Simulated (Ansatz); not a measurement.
System: MgO (P6₃/mmc, No. 194, 4 atoms in the cell; start mp-1065577; a measured phase of this formula has another space group). Method: G0W0@PBEsol (hard PAW, contour deformation, complete-basis limit; Ansatz, a quantum-chemistry and plane-wave program).

Run with largest k mesh 9×9×6 (not extrapolated in the mesh).

Cell (relaxed with PBEsol):

```cif
data_Mg2O2
_chemical_formula_sum 'Mg2 O2'
_space_group_name_H-M_alt 'P63/mmc'
_space_group_IT_number 194
_space_group_name_Hall '-P 6c 2c'
_cell_length_a 3.49399
_cell_length_b 3.49399
_cell_length_c 4.19468
_cell_angle_alpha 90.000
_cell_angle_beta 90.000
_cell_angle_gamma 120.000
loop_
_atom_site_label
_atom_site_type_symbol
_atom_site_symmetry_multiplicity
_atom_site_Wyckoff_symbol
_atom_site_fract_x
_atom_site_fract_y
_atom_site_fract_z
_atom_site_occupancy
Mg1 Mg 2 c 0.33333 0.66667 0.25000 1
O1 O 2 d 0.66667 0.33333 0.25000 1
```

Task: Predict the band gap.

Result: 
band gap: 5.99 eV (direct)

Note: the gap holds a correction of +0.57 eV to the complete basis.

The computed numbers hold no vibrational or temperature effects.

Computing time: roughly 3 core-hours.

A start named mp-… is a Materials Project structure, which need not be a measured phase.
